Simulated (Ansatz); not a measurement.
Cost and result by functional for the surface energy of the (20-21) surface of hcp Os in its 1x1 cell, outermost plane spacing 0.19 Å in the ideal cut, in Ansatz (plane waves, PAW). Single points on the PBE structure, on one kind of machine; costs are rough ratios of the slab run's core time (references not counted) to the cheapest single point. r2SCAN's cost holds its higher cutoff (500 against 420 eV). Differences are taken against r2SCAN for comparison alone: no measured value is at hand, so the table doesn't rank accuracy.

Set-up: 20 atoms, 10.5 Å thick at the start; mesh 14x4x1; 0.1 eV smearing; dipole correction on; all atoms relaxed; held to the part of the start's symmetry that mesh and held atoms allow; no spin, no spin-orbit, no U. These notes are the PBE run's.

```json
[
 {"functional": "LDA", "relative cost": "1", "surface energy (J/m²)": "4.14", "less r2SCAN (J/m²)": "0.30"},
 {"functional": "RPBE", "relative cost": "1", "surface energy (J/m²)": "3.34", "less r2SCAN (J/m²)": "-0.50"},
 {"functional": "PBEsol", "relative cost": "2", "surface energy (J/m²)": "4.01", "less r2SCAN (J/m²)": "0.17"},
 {"functional": "r2SCAN", "relative cost": "2", "surface energy (J/m²)": "3.84", "less r2SCAN (J/m²)": "0.00"},
 {"functional": "PBE (the relaxed run's value)", "relative cost": "–", "surface energy (J/m²)": "3.57", "less r2SCAN (J/m²)": "-0.27"}
]
```

The values span 0.80 J/m², while the single points' costs differ by a factor of roughly 2. Differences are of unrounded values.

Ansatz is a quantum-chemistry and plane-wave program.
